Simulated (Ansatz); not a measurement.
Start from BN in the zinc blende structure (space group F-43m, No. 216; a = 3.6097 Å). Axes: x, y, z lie along the cube axes.

Computed with r2SCAN (Ansatz, a program for electronic structure, PAW, scalar-relativistic without spin-orbit coupling).

Base values:

- Volume per atom = 5.88 Å³
- Band gap = 5.00 eV

One thing is altered: biaxial strain −0.50 %, plane normal [001], relaxed out of plane (Cartesian); in-plane vectors clamped, the third vector and the atoms free.

Q: Predict the new volume per atom.

A: The volume per atom falls by 0.05 Å³ to 5.83 Å³.

Q: Predict the new band gap.

A: The band gap drops by 0.057 eV to 4.95 eV.

Stability against distortions was not tested.
